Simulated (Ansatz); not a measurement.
The starting structures come from a database of crystals and need not be the phases stable at ambient conditions.

 Where the default PAW files enter, the runs use the earlier of Ansatz's two default sets.

## Evanescent states of Li3Sb (Fm-3m, not sure to be the ambient phase, 4 atoms a cell, 17.5 Å³ an atom) along the normal of (111)

Computed with r2SCAN (plane waves, PAW; Ansatz, an electronic-structure program).

The gap is the functional's own, uncorrected, and κ follows it; spin-orbit coupling is left out. Mid-gap values are interpolated between the computed energies.

Energies count from the valence-band top; κ is the least over a 12×12 mesh across the current.

| E (eV) | κ (1/Å) | where |
|---|---|---|
| 0.04 | 0.033 | Γ |
| 0.10 | 0.056 | Γ |
| 0.17 | 0.072 | Γ |
| 0.24 | 0.083 | Γ |
| 0.32 | ___ | Γ |
| 0.39 | ___ | Γ |
| 0.46 | ___ | Γ |
| 0.53 | ___ | Γ |
| 0.59 | ___ | Γ |
| 0.67 | ___ | Γ |
| 0.73 | ___ | Γ |
| 0.81 | ___ | Γ |
| 0.88 | 0.137 | Γ |
| 0.94 | 0.117 | off Γ |
| 1.01 | 0.089 | off Γ |
| 1.08 | 0.044 | off Γ |

Question: Fill in the missing entries.

Answer: 
- 0.32, κ (1/Å): 0.093
- 0.39, κ (1/Å): 0.102
- 0.46, κ (1/Å): 0.109
- 0.53, κ (1/Å): 0.115
- 0.59, κ (1/Å): 0.121
- 0.67, κ (1/Å): 0.126
- 0.73, κ (1/Å): 0.130
- 0.81, κ (1/Å): 0.134
